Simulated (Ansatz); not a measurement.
Bond-angle distributions (per cent of the angles at each element, bins of 10°) of a relaxed model of amorphous In$_{24}$O$_{35}$F$_{2}$ at 6.44 g/cm³. The numbers are results of PBE, scalar-relativistic without spin-orbit coupling (plane waves to 420 eV, PAW; Ansatz, a first-principles code), not measurements.

Preparation: random packing, a CHGNet melt and quench, and a DFT relaxation. O and F atoms were pushed apart under 1.9 Å during the dynamics, to hinder bonds among them. The hot cell started wider than the set density and was brought back towards it in steps. It is the lowest in DFT energy of 2 quenches. It is a model cell: composition and starting density were chosen by hand, and all elements were melted together. No dispersion term was used. Its density started from a set value of 6.44 and ended at 6.44 g/cm³. Cooling (nominally 330 K/ps over its main leg) ran many orders faster than in experiment, which tends to leave more defects and strain. A cell of this size samples the disorder only roughly. The volume was held where the preparation left it, at a PBE pressure of -1.0 GPa (tension). Stress components on the final sampling reach 2.4 GPa.

Cut-offs for bonds: In-In 3.12 Å, In-O 2.82 Å, In-F 2.39 Å, O-O 1.58 Å, O-F 1.48 Å, F-F 1.37 Å. Two cations that share two anions don't count as bonded, nor two that share one unless they lie closer than In-In 3.04 Å.

```
angle (°)  at In  at O
---------  -----  ----
50-60          0     0
60-70          1     0
70-80         21     1
80-90         20    10
90-100        12    26
100-110       13    21
110-120        9    12
120-130        4    18
130-140        3     9
140-150        5     2
150-160        6     1
160-170        3     1
170-180        2     0
```

They go with these counts of neighbours within the cut-offs, cation contacts included: In mean 5.6, most often 6; O mean 3.7, most often 4.
